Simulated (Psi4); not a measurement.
Psi4 1.11, CCSD(T)/def2-svp, cc_type df, scf_type df, freeze_core True: bromine monochloride (ClBr), 2 atoms. The geometry is a generated start, not checked to be a minimum at this level.

```json
{
 "task": "energy",
 "basis": "def2-svp",
 "memory": "7 GB",
 "scf_type": "df",
 "freeze_core": "true",
 "guess": "auto, which took SAD (default)",
 "diis_max_vecs": "10 (default)",
 "scf_initial_accelerator": "adiis (default)",
 "e_convergence": "1e-08 (default)",
 "d_convergence": "1e-08 (default)",
 "basis functions (reference run)": "50"
}
```

```xyz
2

Cl     1.0679    -0.0175     0.0091
Br    -1.0679     0.0175    -0.0091
```
Charge 0, spin multiplicity 1.

The reference run has method = ccsd(t), cc_type = df; it is not itself proven converged. Single runs; times are not shown.

Settings tried, all else as in the reference:
- method = dlpno-ccsd(t), pno_convergence = normal
- method = dlpno-ccsd(t), pno_convergence = tight
- method = dlpno-ccsd(t0), pno_convergence = tight
- method = dlpno-ccsd(t), pno_convergence = loose
- method = dlpno-ccsd(t0), pno_convergence = normal
- method = dlpno-ccsd(t0), pno_convergence = loose

Which settings reproduce the reference to 10 meV/atom in energy?

Within it: method = dlpno-ccsd(t), pno_convergence = tight; method = dlpno-ccsd(t), pno_convergence = normal; method = dlpno-ccsd(t0), pno_convergence = tight. At the edge (between 0.75 and 1.33 times the tolerance): method = dlpno-ccsd(t0), pno_convergence = normal. Outside: method = dlpno-ccsd(t), pno_convergence = loose; method = dlpno-ccsd(t0), pno_convergence = loose.

```json
[
 {"setting": "method = dlpno-ccsd(t), pno_convergence = tight", "energy against the reference": "+0.84 meV/atom"},
 {"setting": "method = dlpno-ccsd(t), pno_convergence = normal", "energy against the reference": "+2.9 meV/atom"},
 {"setting": "method = dlpno-ccsd(t0), pno_convergence = tight", "energy against the reference": "+5.8 meV/atom"},
 {"setting": "method = dlpno-ccsd(t0), pno_convergence = normal", "energy against the reference": "+7.7 meV/atom"},
 {"setting": "method = dlpno-ccsd(t), pno_convergence = loose", "energy against the reference": "+29 meV/atom"},
 {"setting": "method = dlpno-ccsd(t0), pno_convergence = loose", "energy against the reference": "+32 meV/atom"}
]
```

Total energies are compared; such shifts often cancel in part in energy differences. (T0) leaves out the off-diagonal Fock couplings of the triples. The tolerance is a choice made for this comparison.
